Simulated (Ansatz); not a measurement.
We consider IrCo₃B (model structure, started from the Mn3GaN type, Pm-3m, No. 221, 5 atoms in the cell), described by PBEsol (Ansatz, a program for electronic structure, PAW).

Settings: plane-wave cutoff 520 eV, 14×14×14 k mesh, Fermi–Dirac smearing 0.05 eV, spin-polarised with parallel moments, scalar-relativistic PAW data made under PBE.

Cell (relaxed at this level):

```xyz
5
Lattice="3.7547 0.0000 0.0000 0.0000 3.7547 0.0000 0.0000 0.0000 3.7547" Properties=species:S:1:pos:R:3 pbc="T T T"
Co     1.8774     1.8774     0.0000
Co     0.0000     1.8774     1.8774
Co     1.8774     0.0000     1.8774
Ir     0.0000     0.0000     0.0000
B      1.8774     1.8774     1.8774
```
Starting moments (μB, in the order of the record's atoms Co Co Co Ir B): 3.0 3.0 3.0 0.0 0.0.

Task: Estimate the bulk modulus that the calculation returns.

Result: 
bulk modulus: 242 GPa

The run finds no gap.

Note: the magnetic order was assumed, not searched for or taken from measurement; the bulk modulus is −V dP/dV from two relaxed cells at ±2 % in volume; the moments ended far under their starting size, a low-moment state that need not be the lowest; the relaxation could raise the start's symmetry but not lower it, so the cell can be a saddle point.

Spin–orbit coupling is not included; it can open a gap where bands touch, and shift volumes and moduli.

Static lattice: no zero-point or thermal effects.

A model structure was made by putting elements into a prototype or built by hand; it is no filed structure, need not be a known phase, and can be a saddle point held by its symmetry.
